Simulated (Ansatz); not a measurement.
A computed series for Al: response to strain

Take Al in the fcc (Cu type) structure (space group Fm-3m, No. 225; relaxed with 0.1 eV smearing) as the base.

```xyz
1
Lattice="0.0000 2.0075 2.0075 2.0075 0.0000 2.0075 2.0075 2.0075 0.0000" Properties=species:S:1:pos:R:3 pbc="T T T"
Al     0.0000     0.0000     0.0000
```

Cartesian axes are those of the cell as printed.

Strains are applied to the cell and any free atomic positions relax; under biaxial strain the out-of-plane vector relaxes too.

Calculations: plane-wave PAW DFT at the PBEsol level (Ansatz, an electronic-structure program, 420 eV), scalar-relativistic without spin-orbit coupling, earlier PAW set.

Notes on the quantities. pressure: mean of the normal stresses, compression positive; energy relative to the base: free energy F.

| case | pressure | volume per atom | energy relative to the base | space group |
|---|---|---|---|---|
| base | 0.0 GPa | 16.18 Å³ | 0 meV/atom | Fm-3m (No. 225) |
| biaxial strain +1.14 %, plane normal [110], relaxed out of plane | ___ | ___ | ___ | Immm (No. 71) |
| isotropic strain −2.85 % | 8.6 GPa | 14.84 Å³ | +34 meV/atom | Fm-3m (No. 225) |
| isotropic strain +1.66 % | -3.6 GPa | 17.00 Å³ | +9.7 meV/atom | Fm-3m (No. 225) |
| isotropic strain +2.58 % | -5.3 GPa | 17.47 Å³ | +23 meV/atom | Fm-3m (No. 225) |

Question: Fill in the withheld entries from the trend.

Answer: 
- biaxial strain +1.14 %, plane normal [110], relaxed out of plane, pressure: -1.0 GPa
- biaxial strain +1.14 %, plane normal [110], relaxed out of plane, volume per atom: 16.40 Å³
- biaxial strain +1.14 %, plane normal [110], relaxed out of plane, energy relative to the base: +1.5 meV/atom

A biaxial case was relaxed in a doubled cell and then solved in the primitive one. Whether these cells are dynamically stable was not tested.
